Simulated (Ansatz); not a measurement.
SmSi (Pnma, No. 62; cell taken from a computed entry), treated with r²SCAN+rVV10 (PAW; Ansatz, an electronic-structure program).

Run with plane-wave cutoff 500 eV, 6×10×8 k mesh (along the axes of the cell as run), Fermi–Dirac smearing 0.05 eV, spin-polarised start, scalar-relativistic PAW data made under PBE.

Computed at the level's own relaxed cell.

Problem. Predict the volume per atom.

Solution. 
volume per atom: 24.00 Å³/atom

Note: the magnetic order was assumed, not searched for or taken from measurement; the relaxation could not lower the start's symmetry, so the cell can be a saddle point above a distorted one; the 4f shell is treated without U or exact exchange, so its levels and filling can be wrong.

Spin–orbit coupling is not included.

Computing time: about 90 core-minutes (a rough figure).
